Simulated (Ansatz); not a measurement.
Functionals compared on a constructed model of the (0001) surface of hcp Ru, a pseudomorphic layer of Ti in the host's stacking (bottom of the slab: a bare face, its two planes held), in Ansatz (plane waves, PAW). The structure was relaxed with PBE; the other rows are single points on it. Cutoff 420 eV (500 eV for r2SCAN).

Model: 7-atom slab, 13.5 Å thick at the start with caps and adatoms (thin: gaps and levels are the slab's own), 16x16x1 mesh, Fermi-Dirac 0.1 eV, dipole correction, 2 atoms held, the rest relaxed; held to the start's symmetry, so lower structures may exist; no spin, no spin-orbit, no U. It is one candidate, not shown to be the stable structure of the face. These notes are the PBE run's.

```tsv
functional	work function of the top face (eV)	rough cost of the single point
PBE	4.48	–
RPBE	4.35	around 20 core-seconds (rough)
r2SCAN	(withheld)	roughly 60 core-seconds
```

### Question
Some entries are withheld; supply them.

### Answer

- r2SCAN, work function of the top face (eV): 4.53

Ansatz is a program for electronic structure.
